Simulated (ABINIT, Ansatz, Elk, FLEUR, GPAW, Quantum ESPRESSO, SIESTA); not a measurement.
## One structure in several programs: Fe (Im-3m, 1 atom in the cell)

Self-consistent single point.

```
Fe
1.0
   -1.43500     1.43500     1.43500
    1.43500    -1.43500     1.43500
    1.43500     1.43500    -1.43500
Fe
1
Cartesian
  0.00000   0.00000   0.00000
```
Moments meant for the start (each program seeds them in its own way; μB, in the order of the atoms Fe): 2.5.

Shared settings, as Ansatz (a program for electronic structure) writes them: kpoints.mp_grid.grid = 5 5 5; scf.occupations.method = fermi_dirac; scf.occupations.width = 0.1 eV. Potentials and cutoffs stand in the table.

```csv
code,model,pressure (GPa),size of the net moment (μB/atom),cutoff
Elk,"PBE, all-electron FP-LAPW, Elk's shipped species files, default APW+lo basis",–,2.08,default
ABINIT,"PBE, PAW (JTH v2.0 PBE PAW)",-9.76,2.10,30 Ha
SIESTA,"GGA PBE, numerical atomic orbitals TZP, PseudoDojo PBE standard norm-conserving potentials (rewritten from UPF to PSML)",-7.33,2.28,grid 400 Ry
Quantum ESPRESSO,"PBE, GBRV 1.5 ultrasoft (PBE) pseudopotentials",-6.95,2.20,50 Ry
Ansatz,"PBE, default PAW files",-8.62,2.10,default
GPAW,"PBE, GPAW PAW datasets PBE (gpaw-data 1.0.1)",-7.42,2.09,800 eV
FLEUR,"PBE, all-electron FLAPW (FLEUR), scalar-relativistic valence",–,2.11,Kmax 3.7 1/bohr
```

A dash marks a value that a program does not give, or that is left out as unsure.

The net moments differ, which can mean other magnetic states; other values may part for that reason too.

On Ansatz's run: with one magnetic atom in the cell only a parallel order is possible.

The spread over the programs that give each value: pressure within 2.81 GPa; size of the net moment within 0.20 μB/atom.

SIESTA uses small atom-centred bases, whose incompleteness enters pressures, forces and empty levels differently from a plane-wave cutoff. Elk and FLEUR treat all electrons, but the usual bases taken here (sphere radii, linearisation, local orbitals, empty states) were not tested for convergence, so the values are no reference for the others. Ansatz's pressure is given at a fixed set of plane waves, as the other plane-wave codes print theirs; with its correction for the finite basis it is -8.53 GPa. In the pressure, ABINIT (by 1.73) and Quantum ESPRESSO (by 1.07) lie more than 1 GPa from the median of the plane-wave programs.

On the base mesh (11 11 11) the same programs gave: Ansatz pressure -6.48 GPa; Quantum ESPRESSO pressure -5.50 GPa; ABINIT pressure -7.60 GPa; GPAW pressure -5.16 GPa; SIESTA pressure -6.44 GPa.

The values differ from the base mesh's, so the mesh still matters here: the table compares the programs at equal settings.

The starting cell has typed, rounded lattice constants, without a prior relaxation at this level.

Keys are those of Ansatz 0.2.
